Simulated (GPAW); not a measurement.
# GPAW run on Zn3Ag (P-6m2, 4 atoms in the cell): self-consistent single point

Computed with PBEsol, GPAW PAW datasets PBEsol (made by gpaw-setup) (plane waves; GPAW).

Input as run:

```python
from ase import Atoms
from ase.units import GPa
from gpaw import GPAW

atoms = Atoms(['Zn', 'Zn', 'Zn', 'Ag'],
              cell=[[2.878042, 0.000000, 0.000000],
                    [-1.439021, 2.492458, 0.000000],
                    [0.000000, 0.000000, 8.651697]],
              scaled_positions=[[0.666667, 0.333333, 0.500000],
                                [0.333333, 0.666667, 0.256800],
                                [0.333333, 0.666667, 0.743200],
                                [0.666667, 0.333333, 0.000000]],
              pbc=True)

calc = GPAW(mode={'name': 'pw', 'ecut': 850},
            xc='PBEsol',
            kpts={'size': (13, 13, 4), 'gamma': True},
            occupations={'name': 'fermi-dirac', 'width': 0.05},
            nbands=-12,
            convergence={'forces': 0.001},
            symmetry={'symmorphic': False, 'tolerance': 0.0005},
            maxiter=150)

atoms.calc = calc

energy = atoms.get_potential_energy()
print('Energy (eV):', round(energy, 6))
forces = atoms.get_forces()
print('Forces (eV/Ang):')
print(forces.round(5))
stress = atoms.get_stress()
print('Stress (GPa, Voigt):', (stress / GPa).round(4))
```

Log, with long lists cut:

```
Input parameters:
  convergence: {forces: 0.001}
  kpts: {gamma: True,
         size: (13, 13, 4)}
  maxiter: 150
  mode: {ecut: 850,
         name: pw}
  nbands: -12
  occupations: {name: fermi-dirac,
                width: 0.05}
  symmetry: {symmorphic: False,
             tolerance: 0.0005}
  xc: PBEsol

species:
  Zn:
    name: Zinc
    Z: 30.0
    valence: 12
    core: 18
    charge: 0.0
    file: Zn.PBEsol.gz

    # Using partial waves for Zn as LCAO basis

  Ag:
    name: Silver
    Z: 47.0
    valence: 17
    core: 30
    charge: 0.0
    file: Ag.PBEsol.gz

    # Using partial waves for Ag as LCAO basis

Reference energy: -290997.204407  # eV

Spin-paired calculation

Convergence criteria:
 Maximum [total energy] change in last 3 cyles: 0.0005 eV / valence electron
 Maximum integral of absolute [dens]ity change: 0.0001 electrons / valence electron
 Maximum integral of absolute [eigenst]ate change: 4e-08 eV^2 / valence electron
 Maximum change in the atomic [forces] across last 2 cycles: 0.001 eV/Ang OR
Maximum error relative to the maximum force is below inf
 Maximum number of scf [iter]ations: 150

Symmetries present (total): 12
Symmetries with fractional translations: 0
676 k-points: 13 x 13 x 4 Monkhorst-Pack grid + [0.000000,0.000000,1/8]
63 k-points in the irreducible part of the Brillouin zone
       k-points in crystal coordinates                weights
   0:     0.00000000    0.00000000    0.00000000          1/676
   1:     0.00000000    0.00000000    0.25000000          2/676
   2:     0.00000000    0.00000000    0.50000000          1/676
   [... 7 lines left out ...]
          ...
  62:     0.46153846    0.46153846    0.50000000          6/676

Wave functions: Plane wave expansion
  Cutoff energy: 850.000 eV
  Number of coefficients (min, max): 3450, 3518
  Pulay-stress correction: 0.000000 eV/Ang^3 (de/decut=0.000000)

Occupation numbers: Fermi-Dirac:
  width: 0.0500  # eV

Eigensolver

Densities:
  Coarse grid: 20*20*60 grid
  Fine grid: 40*40*120 grid
  Total Charge: 0.000000

Density mixing:
  Method: separate
  Backend: pulay
  Linear mixing parameter: 0.05
  old densities: 5
  Damping of long wavelength oscillations: 50

Hamiltonian:
  XC and Coulomb potentials evaluated on a 40*40*120 grid
  External potential:
    NoExternalPotential

XC parameters: PBEsol with 2 nearest neighbor stencil

Number of atoms: 4
Number of atomic orbitals: 39
Number of bands in calculation: 38
Number of valence electrons: 53
Bands to converge: occupied

Density initialized from atomic densities
  38 bands from LCAO basis set

Atomic positions and initial magnetic moments

Positions:
   0 Zn     1.439022    0.830819    4.325849    ( 0.0000,  0.0000,  0.0000)
   1 Zn    -0.000001    1.661639    2.221756    ( 0.0000,  0.0000,  0.0000)
   2 Zn    -0.000001    1.661639    6.429941    ( 0.0000,  0.0000,  0.0000)
   3 Ag     1.439022    0.830819    0.000000    ( 0.0000,  0.0000,  0.0000)

Unit cell:
           periodic     x           y           z      points  spacing
  1. axis:    yes    2.878042    0.000000    0.000000    20     0.1246
  2. axis:    yes   -1.439021    2.492458    0.000000    20     0.1246
  3. axis:    yes    0.000000    0.000000    8.651697    60     0.1442

  Lengths:   2.878042   2.878042   8.651697
  Angles:   90.000000  90.000000 119.999995

Effective grid spacing dv^(1/3) = 0.1373

     iter     time        total  log10-change:
                         energy   eigst   dens  force
iter:   1 --:--:--    -8.918018
iter:   2 --:--:--    -8.991932   -0.60  -1.47
iter:   3 --:--:--    -8.901132   -1.00  -1.48
iter:   4 --:--:--    -9.166896   -2.03  -1.85
iter:   5 --:--:--    -8.571939   -1.74  -1.76
iter:   6 --:--:--    -8.537415   -3.20  -2.22
iter:   7 --:--:--    -8.533398   -3.08  -2.41
iter:   8 --:--:--    -8.531853c  -3.62  -2.79
iter:   9 --:--:--    -8.529545c  -4.10  -2.92
iter:  10 --:--:--    -8.529448c  -5.54  -3.49
iter:  11 --:--:--    -8.529186c  -5.08  -3.56
iter:  12 --:--:--    -8.529052c  -5.32  -3.58
iter:  13 --:--:--    -8.529032c  -5.64  -3.60
iter:  14 --:--:--    -8.529042c  -5.56  -3.62
iter:  15 --:--:--    -8.529053c  -6.66  -3.92
iter:  16 --:--:--    -8.529028c  -6.08  -3.99
iter:  17 --:--:--    -8.529010c  -6.03  -4.11c
iter:  18 --:--:--    -8.529011c  -6.76  -4.47c
iter:  19 --:--:--    -8.529009c  -7.96c -4.67c
iter:  20 --:--:--    -8.529007c  -7.22  -4.78c
iter:  21 --:--:--    -8.529006c  -8.08c -4.88c -3.74c

Converged after 21 iterations.

Dipole moment: (0.731692, -0.422442, -0.000000) |e|*Ang

Energy contributions relative to reference atoms: (reference = -290997.204407)

Kinetic:        -12.787068
Potential:      +15.371775
External:        +0.000000
XC:             -11.218026
Entropy (-ST):   -0.010221
Local:           +0.109424
SIC:             +0.000000
--------------------------
Free energy:     -8.534117
Extrapolated:    -8.529006

Showing only first 2 kpts
 Kpt  Band  Eigenvalues  Occupancy
  0    24      3.05630    2.00000
  0    25      3.05630    2.00000
  0    26      5.30071    2.00000
  0    27      8.19366    0.00000

  1    24      3.05638    2.00000
  1    25      3.05638    2.00000
  1    26      4.28845    2.00000
  1    27      9.45507    0.00000

Fermi level: 7.04566

No gap
No difference between direct/indirect transitions
Energy (eV): -8.529006

Forces in eV/Ang:
  0 Zn   -0.00000    0.00000    0.00000
  1 Zn    0.00000   -0.00000   -0.14768
  2 Zn    0.00000    0.00000    0.14768
  3 Ag   -0.00000    0.00000    0.00000

Stress tensor:
     0.029251    -0.000000     0.000000
    -0.000000     0.029251     0.000000
     0.000000     0.000000     0.030009
Stress (GPa, Voigt): [ 4.6865  4.6865  4.8079  0.      0.     -0.    ]
```

The run converged in 21 iterations. GPAW prints stress with tension positive.

The starting cell comes from a database of computed structures (which also holds hypothetical and non-ambient phases and stackings), without a prior relaxation at this level. Its lattice was rescaled by a random factor within 2.5 % of one. With a pressure of about -5 GPa the cell is away from its equilibrium volume at this level.

Cost on one core of a shared machine: roughly 5 min.
